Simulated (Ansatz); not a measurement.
Base system: W in the bcc (W type) structure (space group Im-3m, No. 229; a = 3.135 Å; relaxed with 0.1 eV smearing). Axes: x, y, z lie along the cube axes.

Calculations: LDA in Ansatz (plane waves to 420 eV, PAW, no spin-orbit coupling).

One thing is altered: the cell is scaled by 1.0200 in all directions, atoms relaxed at fixed cell.

Predict the stress tensor and what it implies for the stiffness.

Stress of the strained cell less that of the base (GPa, compression positive):
```
  -17.6     0.0     0.0
    0.0   -17.6     0.0
    0.0     0.0   -17.6
```

Then B = −ΔP/(ΔV/V₀) with ΔV/V₀ = 0.0612 gives secant stiffness values (nonlinear terms included at this strain): B ≈ 287 GPa.

As a check, the harmonic strain energy −½ V₀ Δσ:ε is 51 meV/atom; the computed energy rise is 55 meV/atom.

Stability against distortions was not tested. All final runs are without spin polarisation.

Ansatz is a program for electronic structure.
